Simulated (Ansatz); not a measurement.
CsCl-type AuZn (cubic form, which distorts at low temperature)

Calculation: PBE-D4 in Ansatz (plane waves, PAW).

Numerical settings: plane-wave cutoff 520 eV, 18×18×18 k mesh, Fermi–Dirac smearing 0.05 eV, scalar-relativistic PAW data made under PBE.

Cell (relaxed at this level):

```cif
data_AuZn
_chemical_formula_sum 'Zn1 Au1'
_space_group_name_H-M_alt 'Pm-3m'
_space_group_IT_number 221
_space_group_name_Hall '-P 4 2 3'
_cell_length_a 3.14477
_cell_length_b 3.14477
_cell_length_c 3.14477
_cell_angle_alpha 90.000
_cell_angle_beta 90.000
_cell_angle_gamma 90.000
loop_
_atom_site_label
_atom_site_type_symbol
_atom_site_symmetry_multiplicity
_atom_site_Wyckoff_symbol
_atom_site_fract_x
_atom_site_fract_y
_atom_site_fract_z
_atom_site_occupancy
Zn1 Zn 1 b 0.50000 0.50000 0.50000 1
Au1 Au 1 a 0.00000 0.00000 0.00000 1
```

```json
{
 "bulk modulus B0": "134 GPa",
 "band_gap": "zero (no gap)",
 "pressure derivative B′ of the bulk modulus": "5.5"
}
```

Measured, for comparison: bulk modulus 131 GPa (temperature not stated, not corrected to a static lattice; as tabulated in Nepal et al. (2020), arXiv:2007.11150). Computed (rounded) less measured: bulk modulus +2 %. A static lattice is as a rule a little smaller and stiffer than an uncorrected measurement, which narrows the difference in the bulk modulus and would widen misses of the other sign.

Note: symmetry holds this phase in the static calculation, where it need not be a minimum.

Spin–orbit coupling is not included; it can shift volumes and moduli of such heavy elements.

Ansatz is a first-principles code.
